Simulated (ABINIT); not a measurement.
Worked example: self-consistent single point of CrClO (Pmmn, 6 atoms in the cell) in ABINIT.

Method: LDA (PW92), PAW (JTH v2.0 LDA PAW) (plane waves; ABINIT).

The change in words: lattice scaled by 0.98. Reference geometry:
```
CrClO
1.0
    3.14861     0.00000     0.00000
    0.00000     3.81630     0.00000
    0.00000     0.00000     7.84908
Cr Cl O
2 2 2
Direct
  0.00000   0.00000   0.10604
  0.50000   0.50000   0.89396
  0.00000   0.50000   0.68142
  0.50000   0.00000   0.31858
  0.50000   0.00000   0.94782
  0.00000   0.50000   0.05218
```
Moments meant for the start (each program seeds them in its own way; μB, in the order of the atoms Cr Cr Cl Cl O O): 3.0 3.0 0.0 0.0 0.0 0.0.

Reference input (self-consistent single point, DFT, LDA (PW92), plane waves, PAW (JTH v2.0 LDA PAW)): pseudos = [Cr.LDA_PW-JTH.xml, Cl.LDA_PW-JTH.xml, O.LDA_PW-JTH.xml]; ecut = 30 Ha; pawecutdg = 60 Ha; pawxcdev = 0; nsppol = 2; occopt = 3; tsmear = 0.00036749 Ha; ngkpt = 5 4 2; nshiftk = 1; shiftk = 0 0 0; potentials = JTH v2.0 LDA PAW; nband = 39. This run's input differs from it in these lines:

```diff
@@ -5,5 +5,5 @@
 rprim
-         3.1486090000    0.0000000000    0.0000000000
-         0.0000000000    3.8162950000    0.0000000000
-         0.0000000000    0.0000000000    7.8490780000
+         3.0856370000    0.0000000000    0.0000000000
+         0.0000000000    3.7399690000    0.0000000000
+         0.0000000000    0.0000000000    7.6920960000
 natom 6
```

Log, with long lists cut:

```
--- !BeginCycle
solver: {iscf: 17, nstep: 80, nline: 4, wfoptalg: 10, }
tolerances: {tolvrs: 1.00E-12, }
...

     iter   Etot(hartree)     deltaE(h) residm    nres2    magn
 ETOT  1  -236.98806462166    -2.37E+02 2.49E+00 6.71E+02 2.966
 ETOT  2  -240.25641730131    -3.27E+00 4.35E-02 4.43E+03 0.168
 ETOT  3  -237.74405536651     2.51E+00 1.77E-01 5.51E+01 5.061
 ETOT  4  -237.82456294401    -8.05E-02 2.31E-02 2.89E+01 5.756
 ETOT  5  -237.83277103037    -8.21E-03 4.90E-02 5.88E+00 5.900
   [... 19 lines left out ...]
 ETOT 25  -237.84079925318    -2.87E-12 8.12E-05 9.50E-11 6.000
 ETOT 26  -237.84079925318     3.72E-12 6.73E-05 6.48E-12 6.000
 ETOT 27  -237.84079925319    -7.05E-12 5.79E-05 1.60E-12 6.000
 ETOT 28  -237.84079925319     1.36E-12 4.71E-05 3.17E-13 6.000
 At SCF step   28       nres2   =  3.17E-13 < tolvrs=  1.00E-12 =>converged.

 Cartesian components of stress tensor (hartree/bohr^3)
  sigma(1 1)= -2.62480773E-04  sigma(3 2)=  0.00000000E+00
  sigma(2 2)= -2.39439082E-04  sigma(3 1)=  0.00000000E+00
  sigma(3 3)= -2.30287335E-04  sigma(2 1)=  0.00000000E+00

 Integrated electronic and magnetization densities in atomic spheres:
 Radius=ratsph(iatom), smearing ratsm=  0.0000. Diff(up-dn)=approximate z local magnetic moment.
 Atom    Radius    up_density   dn_density  Total(up+dn)  Diff(up-dn)
    1   2.10818     7.415821     4.771293     12.187113     2.644528
    2   2.10818     7.417929     4.772918     12.190848     2.645011
    3   1.80365     2.202649     2.168880      4.371529     0.033770
    4   1.80365     2.205769     2.171978      4.377746     0.033791
   [... lines left out ...]
 Total magnetization (from the atomic spheres):             5.422676
 Total magnetization (exact up - dn):                       6.000006
 Fermi (or HOMO) energy (hartree) =   0.20761   Average Vxc (hartree)=  -0.38933
 Fermi (or HOMO) energy (eV) =   5.64927   Average Vxc (eV)= -10.59424
   [... lines left out ...]
'-kT*entropy'       : -5.88528793106610E-10
total_energy        : -2.37840799280429E+02
total_energy_eV     : -6.47197728678898E+03
...

-Cartesian components of stress tensor (GPa)         [Pressure=  7.1808E+00 GPa]
- sigma(1 1)= -7.72244965E+00  sigma(3 2)=  0.00000000E+00
- sigma(2 2)= -7.04453982E+00  sigma(3 1)=  0.00000000E+00
- sigma(3 3)= -6.77528617E+00  sigma(2 1)=  0.00000000E+00

 Calculation completed.
```

The run converged in 28 iterations. Against the reference run the free energy rises by 17.2 meV/atom, the pressure goes from -1.39 to 7.18 GPa, the largest force goes from 0.059 to 0.737 eV/Å, the gap on the mesh goes from 0.491 to 0.267 eV and the size of the net moment stays at 1.00 μB/atom.

The starting cell comes from a database of computed structures (which also holds hypothetical and non-ambient phases and stackings), without a prior relaxation at this level. Its lattice was rescaled by a random factor within 2.5 % of one. For this run, on top of that: lattice scaled by 0.98. The magnetic order is the one reached from the typed start; others were not searched systematically. With a pressure of about 7 GPa the cell is away from its equilibrium volume at this level.

Cost on one core of a shared machine: roughly 8 min.
